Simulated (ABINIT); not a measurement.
Band structure of CoSi2 (Fm-3m, 3 atoms in the cell).

```yaml
crystal:
  lattice:
    - [0.00000, 2.70264, 2.70264]
    - [2.70264, 0.00000, 2.70264]
    - [2.70264, 2.70264, 0.00000]
  atoms:
    - { symbol: Co, position: [0.00000, 0.00000, 0.00000] }
    - { symbol: Si, position: [0.75000, 0.75000, 0.75000] }
    - { symbol: Si, position: [0.25000, 0.25000, 0.25000] }
```

Method of the run: PBE, norm-conserving pseudopotentials (PseudoDojo nc-sr-05 PBE standard) (plane waves; ABINIT).

Settings: pseudos = [Co.upf, Si.upf]; ecut = 96 Ry; occopt = 3; tsmear = 0.00499791 Ha; ngkpt = 9 9 9; nshiftk = 1; shiftk = 0 0 0; potentials = PseudoDojo nc-sr-05 PBE standard; kptopt = 1; nstep = 80; tolvrs1 = 1e-12; ndtset = 2; getden2 = 1.

The starting cell comes from a database of computed structures (which also holds hypothetical and non-ambient phases and stackings), without a prior relaxation at this level. Its lattice was rescaled by a random factor within 2.5 % of one. Spin polarisation is off.

Levels in eV from the Fermi level, bands 10 to 17:
| point | 10 | 11 | 12 | 13 | 14 | 15 | 16 | 17 |
|---|---|---|---|---|---|---|---|---|
| Γ | -1.82 | 0.46 | 3.29 | 3.29 | 3.29 | 3.40 | 3.40 | 3.40 |
| X | -1.91 | -1.91 | -1.85 | -1.27 | 1.45 | 2.91 | 8.49 | 9.28 |
| W | -2.25 | -1.91 | -1.39 | -0.65 | 3.48 | 3.48 | 5.79 | 6.50 |
| K | -2.18 | -1.73 | -1.18 | -0.93 | 1.86 | 4.89 | 5.71 | 7.32 |
| L | -1.56 | -1.56 | -0.49 | -0.49 | 2.57 | 3.32 | 3.32 | 4.09 |
| U | -2.18 | -1.73 | -1.18 | -0.93 | 1.86 | 4.89 | 5.71 | 7.32 |

Bands cross the Fermi level along this path, so the cell is metallic at this level.
